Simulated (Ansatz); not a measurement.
We consider fluorite PbF2 (high-temperature phase), described by BLYP in Ansatz (plane waves, PAW).

Numerical settings: plane-wave cutoff 520 eV, 10×10×10 k mesh, Fermi–Dirac smearing 0.01 eV, scalar-relativistic PAW data made under PBE.

Computed points:

| V (Å³/atom) | E − E_lowest (meV/atom) | P (GPa) |
|---|---|---|
| 17.458 | 14.71 | 4.48 |
| 17.829 | 6.29 | 2.81 |
| 18.201 | 1.52 | 1.33 |
| 18.572 | 0.00 | 0.00 |
| 18.943 | 1.38 | -1.17 |
| 19.315 | 5.35 | -2.23 |
| 19.686 | 11.61 | -3.16 |

Q: Estimate the bulk modulus from the pressures at 18.201 and 18.943 Å³/atom, and compare it with a fit to all energies.

A: B = −V dP/dV. Between V = 18.201 and 18.943 Å³/atom, dP/dV = (-1.17 − (1.33))/(18.943 − 18.201) = -3.37 GPa per Å³/atom; at the midpoint 18.572 Å³/atom this gives B ≈ 62.6 GPa. The third-order Birch–Murnaghan fit gives V0 = 18.574 Å³/atom, B0 = 62.4 GPa, B′ = 4.8, which lies within 1 % of that estimate.

Measured, for comparison: bulk modulus 64 GPa, equilibrium volume per atom 17.46 Å³/atom (temperature not stated, not corrected to a static lattice; as tabulated in Cadelano and Cappellini (2011), arXiv:1107.5962). Computed (rounded) less measured: bulk modulus -3 %, equilibrium volume per atom +6.4 %.

Spin–orbit coupling is not included; it can shift volumes and moduli of such heavy elements.

Ansatz is a quantum-chemistry and plane-wave program.
